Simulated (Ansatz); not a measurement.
BeTe (P6₃mc, No. 186; start mp-1183441; another space group than a measured phase of this formula), treated with r²SCAN0 in Ansatz (PAW).

Input:

Ansatz 0.2 input:
```yaml
crystal:
  lattice:
    - [3.9472628548, 0.0, 0.0]
    - [-1.9736314274, 3.4184299077, 0.0]
    - [0.0, 0.0, 6.5203798051]
  atoms:
    - { symbol: Be, position: [0.6666666667, 0.3333333333, 0.5007896224] }
    - { symbol: Be, position: [0.3333333333, 0.6666666667, 0.0007896224] }
    - { symbol: Te, position: [0.6666666667, 0.3333333333, 0.8742103776] }
    - { symbol: Te, position: [0.3333333333, 0.6666666667, 0.3742103776] }
basis:
  ecutwfc: 520
  ecutrho_ratio: 4
  xc_grid: 3
kpoints:
  mp_grid: { grid: [9, 9, 4] }
  band_path: { path: [[0, 0, 0], [0.0, 0.5, 0.0]], npoints: 1 }
hamiltonian:
  xc: r2scan0
  dispersion: none
  pseudopotentials: { kind: paw }
scf:
  occupations: { method: fermi_dirac, width: 0.01 }
  convergence: { dr2_threshold: 0.0000000004 }
output:
  forces: true
  stress: true
  eigenvalues: true
  write_bands: true
```

Task: How many irreducible k-points, plane waves at Γ does the program set up, and what pressure does the run end with?

Result: 36 irreducible k-points, 2371 plane waves at Γ; P = 1.01 GPa, so the cell is compressed and would expand at this level.

From the output:

```
WARN output.stress: scf.exx.energy_threshold = 1e-6 eV is looser than the 4e-8 eV advised for a stress under a hybrid functional (1e-8 eV for each atom of the …
Crystal: 4 atoms, lattice volume = 87.982 Å³
Basis set: ecut = 520 eV, 2371 PW (Γ), exchange–correlation on 90×90×150 points (27 copies of the dense FFT grid, shifted against one another)
Bands: 22, of which v1, the nominal top of the filled ones, is band 18 counted from 1 (17 counted from 0)
Symmetry: 12 space group operations
Space group: P63mc (ITA 186), of the structure as read, at distance tolerance 4.4e-5 Å
k-points: 36 of 324 (time reversal used)
Functional: x = r2scan, c = r2scan; τ floored in thin density (d = 2e-4 eV/Å³), warm-up for x = 0.75 r2scan + 0.25 exact, c = r2scan; τ floored in thin density (d = 2e-4 eV/Å³)
SCF iter   1: F=—  HF=-14178.065940 eV  |F-HF|=—  |Δ(HF+E_count)|=         —  Δρ=3.47e-3  dr2=1.48e-2  dr2_τ=3.60e-2
SCF iter   2: F=—  HF=-14178.135479 eV  |F-HF|=—  |Δ(HF+E_count)|=   6.95e-2  Δρ=1.85e-3  dr2=2.98e-3  dr2_τ=5.23e-5
  ...
Crystal: 4 atoms, lattice volume = 87.982 Å³
Initial density: handed on by an earlier stage of this run
Functional: x = 0.75 r2scan + 0.25 exact, c = r2scan; τ floored in thin density (d = 2e-4 eV/Å³)
Crystal: 4 atoms, lattice volume = 87.982 Å³
SCF iter   6: F=—  HF=-14178.390716 eV  |F-HF|=—  |Δ(HF+E_count)|=  7.82e-11  Δρ=1.51e-6  dr2=4.47e-9  dr2_τ=2.48e-11
SCF iter   7: F=-14178.390716 eV  HF=-14178.390716 eV  |F-HF|=1.82e-12  |Δ(HF+E_count)|=   1.33e-9  Δρ=1.25e-7  dr2=3.57e-10  dr2_τ=5.85e-13
SCF 3 converged in 7 iterations: F = -14178.390716 eV  dr2 = 3.57e-10
Free energy (F): -14178.390716 eV
Internal energy: -14178.390716 eV  (E = F + TS)
E sigma→0 (E₀):  -14178.390716 eV
Fermi energy:    8.733275 eV
--- Stress (GPa, compression-positive) ---
        1.004282      -0.000000      -0.000000
       -0.000000       1.004282       0.000000
       -0.000000       0.000000       1.022433
  P = ⅓ Tr σ = 1.0103 GPa (10.103 kbar)
```

The PAW data were made under PBE.

Note: cell and atoms aren't relaxed at this level (pressure 1.0 GPa).

A start named mp-… is a Materials Project structure, which can be a computed phase never made.

Ansatz is a quantum-chemistry and plane-wave program.
